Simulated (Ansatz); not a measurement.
## TiS2, point defects

Start from a 9-atom supercell of TiS₂ in the CdI2 type structure (space group P-3m1, No. 164; a = 3.360 Å, c = 5.523 Å; layered, stacked along the Cartesian z axis) at its relaxed geometry.

One neutral defect a cell, atoms relaxed at fixed cell.

Calculations: PBE-D3(BJ) in Ansatz (plane waves to 420 eV, PAW, no spin-orbit coupling), earlier PAW set.

```tsv
case	largest displacement of a host atom from its site in the perfect cell	pressure
perfect supercell	–	0.0 GPa
H interstitial (started 1.97 Å from the nearest host atom)	0.14 Å	(withheld)
S on a Ti site (antisite)	0.18 Å	(withheld)
S vacancy, symmetric start	0.31 Å	1.8 GPa
Pb on a S site, symmetric start	0.21 Å	1.5 GPa
P on a S site, symmetric start	0.02 Å	-1.4 GPa
```

**Question.** What belongs in the blanks?

**Answer.** 
- H interstitial (started 1.97 Å from the nearest host atom), pressure: 2.4 GPa
- S on a Ti site (antisite), pressure: 2.0 GPa

The cell is small, so the values are those of an ordered compound at a high defect concentration; dilute-limit values will differ. Defects with a symmetric start kept the site's symmetry and may sit on a saddle; the others started slightly shaken. All final runs are without spin polarisation.

Ansatz is an electronic-structure program.
